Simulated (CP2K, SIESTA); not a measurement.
A CP2K input for a self-consistent single point of CdTe (P6_3mc, 4 atoms in the cell) (DFT PBEsol, GPW, DZVP-MOLOPT-SR-GTH basis, GTH-PBE potentials (GTH_POTENTIALS)):

```
&GLOBAL
  PROJECT cdte
  RUN_TYPE ENERGY_FORCE
  PRINT_LEVEL LOW
&END GLOBAL
&FORCE_EVAL
  METHOD Quickstep
  STRESS_TENSOR ANALYTICAL
  &DFT
    BASIS_SET_FILE_NAME BASIS_MOLOPT
    POTENTIAL_FILE_NAME GTH_POTENTIALS
    &QS
      METHOD GPW
      EPS_DEFAULT 1E-10
    &END QS
    &MGRID
      CUTOFF 500
      REL_CUTOFF 60
      NGRIDS 5
    &END MGRID
    &SCF
      SCF_GUESS ATOMIC
      EPS_SCF 1E-7
      MAX_SCF 100
      ADDED_MOS 7
      &DIAGONALIZATION
        ALGORITHM STANDARD
      &END DIAGONALIZATION
      &MIXING
        METHOD BROYDEN_MIXING
        ALPHA 0.2
        NBUFFER 8
      &END MIXING
    &END SCF
    &KPOINTS
      SCHEME MACDONALD 6 6 3 0.08333333333 0.08333333333 0
    &END KPOINTS
    &XC
      &XC_FUNCTIONAL
        &PBE
          PARAMETRIZATION PBESOL
        &END PBE
      &END XC_FUNCTIONAL
    &END XC
    &PRINT
      &MO
        EIGENVALUES T
        OCCUPATION_NUMBERS T
        NDIGITS 8
        FILENAME mo
        &EACH
          QS_SCF 0
        &END EACH
        ADD_LAST NUMERIC
      &END MO
      &MULLIKEN OFF
      &END MULLIKEN
    &END PRINT
  &END DFT
  &SUBSYS
    &CELL
      ABC 4.63327000 4.63327041 7.60243000
      ALPHA_BETA_GAMMA 90.00000000 90.00000000 119.99999705
      PERIODIC XYZ
    &END CELL
    &COORD
      SCALED
      Cd       0.33333300     0.66666700     0.00036000
      Cd       0.66666700     0.33333300     0.50036000
      Te       0.33333300     0.66666700     0.37464000
      Te       0.66666700     0.33333300     0.87464000
    &END COORD
    &KIND Cd
      BASIS_SET DZVP-MOLOPT-SR-GTH
      POTENTIAL GTH-PBE-q12
    &END KIND
    &KIND Te
      BASIS_SET DZVP-MOLOPT-SR-GTH
      POTENTIAL GTH-PBE-q6
    &END KIND
  &END SUBSYS
  &PRINT
    &FORCES ON
    &END FORCES
    &STRESS_TENSOR ON
    &END STRESS_TENSOR
  &END PRINT
&END FORCE_EVAL
```

**Question.** Translate this input to SIESTA.

**Answer.** One input that does it (others would too):

```
# files in the folder: Cd.psml Te.psml (PseudoDojo PBEsol standard)
SystemName  CdTe
SystemLabel CdTe

NumberOfAtoms                4
NumberOfSpecies              2
%block ChemicalSpeciesLabel
  1 48 Cd
  2 52 Te
%endblock ChemicalSpeciesLabel
LatticeConstant              4.633270 Ang
%block LatticeVectors
     1.000000000    0.000000000    0.000000000
    -0.500000000    0.866025507    0.000000000
     0.000000000    0.000000000    1.640834659
%endblock LatticeVectors
AtomicCoordinatesFormat      Ang
%block AtomicCoordinatesAndAtomicSpecies
    -0.000002317    2.675021338    0.002736875  1
     2.316637317    1.337508662    3.803951875  1
    -0.000002317    2.675021338    2.848174375  2
     2.316637317    1.337508662    6.649389375  2
%endblock AtomicCoordinatesAndAtomicSpecies

XC.functional                GGA
XC.authors                   PBEsol
PAO.BasisSize                DZP
PAO.EnergyShift              0.005 Ry
MeshCutoff                   350 Ry
%block kgrid.MonkhorstPack
    6   0   0  0.0
    0   6   0  0.0
    0   0   3  0.0
%endblock kgrid.MonkhorstPack
OccupationFunction           FD
ElectronicTemperature        10 K

MaxSCFIterations             150
SCF.Mixer.Method             Broyden
SCF.Mixer.Weight             0.25
SCF.Mixer.History            6
SCF.DM.Tolerance             1.0E-05
Diag.ParallelOverK           true
WriteForces                  true
```

Basis, cutoffs, solver keys and any potentials are the target program's own. This input uses DFT, GGA PBEsol, numerical atomic orbitals DZP, PseudoDojo PBEsol standard norm-conserving potentials (rewritten from UPF to PSML). Both were run: pressure -0.13 GPa in CP2K and -1.70 in SIESTA; largest force 0.002 eV/Å in CP2K and 0.001 in SIESTA; gap on the mesh 0.602 eV in CP2K and 0.819 in SIESTA.

On CP2K: the starting cell comes from a database of computed structures (which also holds hypothetical and non-ambient phases and stackings), without a prior relaxation at this level. Spin-orbit coupling is off. Values carry the incompleteness of an atom-centred basis. The potentials were made for another functional than the one used.

On SIESTA: the starting cell comes from a database of computed structures (which also holds hypothetical and non-ambient phases and stackings), without a prior relaxation at this level. Spin-orbit coupling is off. Values carry the incompleteness of an atom-centred basis.
